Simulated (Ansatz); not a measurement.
# Short convergence ladders for YbAgBi (P3m1, 6 atoms in the cell)

```xyz
6
Lattice="4.9025 0.0000 0.0000 -2.4513 4.2457 0.0000 0.0000 0.0000 7.8604" Properties=species:S:1:pos:R:3 pbc="T T T"
Yb     0.0000     0.0000     5.9390
Yb     0.0000     0.0000     1.9587
Ag     0.0000     2.8305     4.4714
Ag     2.4513     1.4152     0.5412
Bi     0.0000     2.8305     7.5929
Bi     2.4513     1.4152     3.6627
```

Base method: PBEsol, default PAW files made with PBE (plane waves; Ansatz, a program for electronic structure).

Base settings: basis.ecutwfc = 420 eV; kpoints.mp_grid.grid = 5 5 2; hamiltonian.xc = pbesol; hamiltonian.pseudopotentials = {kind: paw} (the program's default PAW files); scf.occupations.method = gaussian; scf.occupations.width = 0.1 eV.

The count of work is k-points × plane waves × bands × iterations; it is no time. Core times come from one kind of shared machine, to one figure; runs under 30 s give none.

**The cutoff for other potential files**

Level: DFT, PBEsol, plane waves, harder PAW files (source: ansatz) made with PBE.

In this ladder: hamiltonian.pseudopotentials = {kind: paw, source: ansatz}.

The second cell is the first with its lattice scaled by 0.98.

The mesh stays at the base's, so the ladder's end is converged at best in this setting alone.

The first pressure column holds Ansatz's estimate of the finite-basis (Pulay) stress, which hides part of the cutoff error; the other is without it.

Only quantities that move along the ladder and can be compared are tabulated.

| basis.ecutwfc | free energy less the last step's (meV/atom) | energy of the compressed cell less the first (meV/atom) | pressure (GPa) | pressure without the Pulay estimate (GPa) | largest difference of a force vector from the last step's (eV/Å) | count of work / last | core time / last (rough) |
|---|---|---|---|---|---|---|---|
| 370 eV | 1032.63 | -23.77 | -3.78 | -52.15 | 0.048 | 0.090 | – |
| 450 eV | 74.25 | -25.53 | -3.86 | -8.33 | 0.004 | 0.13 | – |
| 575 eV | 1.03 | -25.85 | -3.89 | -3.94 | 0.000 | 0.21 | – |
| 695 eV | 0.58 | -25.86 | -3.90 | -3.90 | 0.000 | 0.27 | 0.3 |
| 820 eV | 0.40 | -25.87 | -3.90 | -3.90 | 0.000 | 0.35 | 0.3 |
| 985 eV | 0.24 | -25.87 | -3.90 | -3.90 | 0.000 | 0.47 | 0.6 |
| 1230 eV | 0.11 | -25.86 | -3.90 | -3.90 | 0.000 | 0.65 | 0.3 |
| 1640 eV | 0.00 | -25.86 | -3.90 | -3.90 | 0.000 | 1.0 | 1 |

Coarsest basis.ecutwfc that holds the forces within 0.01 eV/Å of the last step, with all finer ones: 450 eV, at 0.13 of the last step's count of work; the step before is off by 0.048 eV/Å.

Coarsest basis.ecutwfc that holds the pressure without the Pulay estimate within 0.5 GPa of the last step, with all finer ones: 575 eV, at 0.21 of the last step's count of work; the step before is off by 4.4 GPa.

Coarsest basis.ecutwfc that holds the free energy within 5 meV/atom of the last step, with all finer ones: 575 eV, at 0.21 of the last step's count of work; the step before is off by 74 meV/atom.

The energy difference between the two cells stays within 1 meV/atom of the last step's from 450 eV on, the total only from 695 eV on: much of the error is common to both cells and cancels.

At the lowest cutoff the pressure without the Pulay estimate lies 48.3 GPa under the last step's, the usual sign of Pulay stress in an incomplete plane-wave basis.

**The relaxed cell against the cutoff**

On YbAgBi (P6_3mc, 6 atoms in the cell): atoms on their sites.

In this ladder: relax = cell and atoms.

The mesh stays at the base's, so the ladder's end is converged at best in this setting alone.

Only quantities that move along the ladder and can be compared are tabulated.

| basis.ecutwfc | relaxed volume (Å³/atom) | relaxation steps | core time / last (rough) |
|---|---|---|---|
| 250 eV | 25.912 | 56 | 2 |
| 295 eV | 25.043 | 23 | 2 |
| 355 eV | 24.924 | 8 | 0.8 |
| 420 eV | 24.922 | 6 | 0.4 |
| 505 eV | 24.920 | 6 | 1 |
| 630 eV | 24.918 | 6 | 1 |
| 840 eV | 24.918 | 6 | 1 |

Coarsest basis.ecutwfc that holds the relaxed volume within 0.025 Å³/atom of the last step, with all finer ones: 355 eV; the step before is off by 0.13 Å³/atom.

At the lowest cutoff the cell relaxes to a volume 4.0 % larger than at the highest. Ansatz relaxes on a stress corrected for the finite basis.

On the base run: the starting cell comes from a database of computed structures (which also holds hypothetical and non-ambient phases and stackings), without a prior relaxation at this level. Its lattice was rescaled by up to half a per cent. One atom was moved a little off its site on purpose. Spin polarisation is off. Without a gap this mesh is coarse (it stands for a supercell whose shortest vector is 16 Å).

Left out of this page: 1 run of the series stopped by limits of time or memory.

Keys are those of Ansatz 0.2.
